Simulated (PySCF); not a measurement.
PySCF 2.14.0, B3LYP/def2-svp, df: Mo(NMe)(S)(OH)(OSiH3) (C[N]=[Mo]([OH])(=[S])[O][SiH3]), 14 atoms. The geometry is a generated start, not checked to be a minimum at this level.

```json
{
 "task": "energy",
 "method": "b3lyp",
 "basis": "def2-svp",
 "two_electron_scheme": "density fitting",
 "mol.max_memory": "3000 MB",
 "mf.max_cycle": "100",
 "mf.init_guess": "minao (default)",
 "mf.conv_tol": "1e-09 (default)",
 "mf.grids.level": "3 (default)",
 "effective_core_potentials": "those of the basis set, past Kr",
 "basis_functions": "158",
 "grid_points": "185344"
}
```

```xyz
14

Mo    -0.6110     0.7747     0.4756
N     -1.1122    -0.6626    -0.3509
C     -1.6318    -1.8809    -0.8347
H     -2.1973    -1.7295    -1.7624
H     -0.8240    -2.5943    -1.0343
H     -2.3057    -2.3200    -0.0845
S     -0.8935     0.3962     2.5824
O     -1.6483     2.1725     0.1181
H     -2.3726     2.7707    -0.0895
O      1.1945     0.8461     0.2904
Si     2.7889     0.6008     0.1956
H      3.3902     1.1787     1.4059
H      3.2457     1.3052    -1.0161
H      2.9771    -0.8576     0.1043
```

Charge 0 and multiplicity 1 are set for this test and not shown to be the ground state.

With the defaults (mf.DIIS = CDIIS, mf.diis_space = 8, mf.diis = true, mf.diis_damp = 0, mf.damp = 0, mf.diis_start_cycle = 1) it converges in 15 Fock builds. One run each on 2 threads, 1 BLAS thread, with these changes:
- mf.damp = 0.3, mf.diis_start_cycle = 4
- mf.diis_space = 12
- mf.DIIS = ADIIS
- mf.diis_space = 5
- mf.diis_space = 3
- mf.diis = false
- mf.DIIS = EDIIS
- mf.diis_space = 20
- mf.diis_damp = 0.3

**Question.** Which runs fail or end elsewhere than the default run?

**Answer.** No convergence: mf.DIIS = EDIIS; mf.diis_space = 3; mf.diis = false (the run ends without SCF convergence in 100 cycles). The rest reach the solution of the defaults.

```
setting                                 Fock builds             end
--------------------------------------  -----------  --------------
the defaults                                     15   same solution
mf.diis_damp = 0.3                               15   same solution
mf.diis_space = 12                               15   same solution
mf.diis_space = 20                               15   same solution
mf.diis_space = 5                                20   same solution
mf.damp = 0.3, mf.diis_start_cycle = 4           24   same solution
mf.DIIS = ADIIS                                  30   same solution
mf.DIIS = EDIIS                                 101  no convergence
mf.diis_space = 3                               101  no convergence
mf.diis = false                                 101  no convergence
```
